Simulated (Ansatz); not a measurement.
A self-consistent single point of SiSbPt₅ (P4mm, 7 atoms in the cell) with Ansatz (an electronic-structure program).

Method of the run: LDA (PW92), default PAW files made with PBE (plane waves; Ansatz).

The change in words: lattice scaled by 0.98; kpoints.mp_grid.grid: 9 9 5 → 16 16 9. Reference geometry:
```
SiSbPt5
1.0
    3.91277     0.00000     0.00000
    0.00000     3.91277     0.00000
    0.00000     0.00000     7.48421
Si Sb Pt
1 1 5
Cartesian
  1.95638   1.95638   0.05000
  0.00000   0.00000   3.74211
  0.00000   0.00000   0.00000
  1.95638   0.00000   5.60433
  1.95638   0.00000   1.87988
  0.00000   1.95638   5.60433
  0.00000   1.95638   1.87988
```

Reference input (self-consistent single point, DFT, LDA (PW92), plane waves, default PAW files made with PBE): basis.ecutwfc = 30.9 Ry; kpoints.mp_grid.grid = 9 9 5; hamiltonian.xc = lda; hamiltonian.pseudopotentials = {kind: paw} (the program's default PAW files); scf.occupations.method = gaussian; scf.occupations.width = 0.0073 Ry. This run's input differs from it in these lines:

Ansatz 0.2 input:
```diff
@@ -2,13 +2,13 @@
   lattice:
-    - [3.912768, 0.000000, 0.000000]
-    - [0.000000, 3.912768, 0.000000]
-    - [0.000000, 0.000000, 7.484211]
+    - [3.834513, 0.000000, 0.000000]
+    - [0.000000, 3.834513, 0.000000]
+    - [0.000000, 0.000000, 7.334527]
   atoms:
-    - { symbol: Si, position_ang: [1.956384, 1.956384, 0.050002] }
-    - { symbol: Sb, position_ang: [0.000000, 0.000000, 3.742106] }
+    - { symbol: Si, position_ang: [1.917256, 1.917256, 0.049002] }
+    - { symbol: Sb, position_ang: [0.000000, 0.000000, 3.667263] }
     - { symbol: Pt, position_ang: [0.000000, 0.000000, 0.000000] }
-    - { symbol: Pt, position_ang: [1.956384, 0.000000, 5.604327] }
-    - { symbol: Pt, position_ang: [1.956384, 0.000000, 1.879884] }
-    - { symbol: Pt, position_ang: [0.000000, 1.956384, 5.604327] }
-    - { symbol: Pt, position_ang: [0.000000, 1.956384, 1.879884] }
+    - { symbol: Pt, position_ang: [1.917256, 0.000000, 5.492241] }
+    - { symbol: Pt, position_ang: [1.917256, 0.000000, 1.842286] }
+    - { symbol: Pt, position_ang: [0.000000, 1.917256, 5.492241] }
+    - { symbol: Pt, position_ang: [0.000000, 1.917256, 1.842286] }
 basis:
@@ -16,3 +16,3 @@
 kpoints:
-  mp_grid: { grid: [9, 9, 5] }
+  mp_grid: { grid: [16, 16, 9] }
 hamiltonian:
```

Log, with long lists cut:

```
SCF iter   1: F=—  HF=-68171.259618 eV  |F-HF|=—  |Δ(HF+E_count)|=         —  Δρ=7.88e-3  dr2=2.85e-2  ethr=1.77e-3  ⟨swp⟩=6.0  Hψ=55369  notcnv=0  defer=46
all-band conjugate gradients solve this SCF's bands
preconditioner: auto → LDOS
SCF iter   2: F=—  HF=-68171.254977 eV  |F-HF|=—  |Δ(HF+E_count)|=   4.64e-3  Δρ=2.88e-3  dr2=6.97e-3  ethr=2.62e-5  ⟨swp⟩=2.0  Hψ=25193  notcnv=0  defer=120
   [... lines left out ...]
SCF iter   4: F=—  HF=-68171.251691 eV  |F-HF|=—  |Δ(HF+E_count)|=   1.67e-4  Δρ=1.36e-4  dr2=2.07e-5  ethr=4.96e-7  ⟨swp⟩=2.0  Hψ=21573  notcnv=0  defer=120
SCF iter   5: F=—  HF=-68171.251663 eV  |F-HF|=—  |Δ(HF+E_count)|=   2.79e-5  Δρ=3.62e-5  dr2=3.56e-6  ethr=1.90e-8  ⟨swp⟩=2.0  Hψ=22319  notcnv=0  defer=120
SCF iter   6: F=—  HF=-68171.251663 eV  |F-HF|=—  |Δ(HF+E_count)|=   3.99e-7  Δρ=1.80e-5  dr2=4.50e-7  ethr=3.27e-9  ⟨swp⟩=2.0  Hψ=19612  notcnv=0  defer=120
SCF iter   7: F=-68171.251663 eV  HF=-68171.251663 eV  |F-HF|=3.75e-8  |Δ(HF+E_count)|=   7.85e-8  Δρ=4.81e-6  dr2=4.18e-8  ethr=9.17e-11  ⟨swp⟩=9.5  Hψ=62316  notcnv=0
SCF 1 converged in 7 iterations: F = -68171.251663 eV  dr2 = 4.18e-8
Free energy (F): -68171.251663 eV
Internal energy: -68171.235956 eV  (E = F + TS)
E sigma→0 (E₀):  -68171.243809 eV
Entropy (-TS):   -0.015706 eV (-2.244 meV/atom)
Fermi energy:    21.190507 eV
--- Forces (eV/Å), atoms counted from 1 ---
  atom   1  Si    -0.00000000     0.00000000    -0.20343043
  atom   2  Sb     0.00000000     0.00000000     0.11135386
  atom   3  Pt     0.00000000     0.00000000    -0.10931955
  atom   4  Pt     0.00000000     0.00000000    -0.15007677
  atom   5  Pt     0.00000000     0.00000000     0.25076616
  atom   6  Pt    -0.00000000     0.00000000    -0.15007677
  atom   7  Pt     0.00000000     0.00000000     0.25076616
--- Stress (GPa, compression-positive) ---
       11.026785       0.000000       0.000000
        0.000000      11.026785       0.000000
        0.000000       0.000000      12.364561
  P = ⅓ Tr σ = 11.4727 GPa (114.727 kbar)
  The stress holds the Pulay correction. Without it, at fixed plane waves, as pw.x and ABINIT print it: P = 11.4080 GPa
```

The run converged in 7 iterations. Against the reference run the free energy rises by 20.1 meV/atom, the pressure goes from -3.68 to 11.47 GPa and the largest force goes from 0.107 to 0.251 eV/Å.

The starting cell comes from a database of computed structures (which also holds hypothetical and non-ambient phases and stackings), without a prior relaxation at this level. Its lattice was rescaled by up to half a per cent. One atom was moved a little off its site on purpose. For this run, on top of that: lattice scaled by 0.98. Spin-orbit coupling is off. Spin polarisation is off. With a pressure of about 11 GPa the cell is away from its equilibrium volume at this level. Ansatz's pressure includes its estimate of the finite-basis (Pulay) stress.

Cost on one core of a shared machine: roughly 70 s.
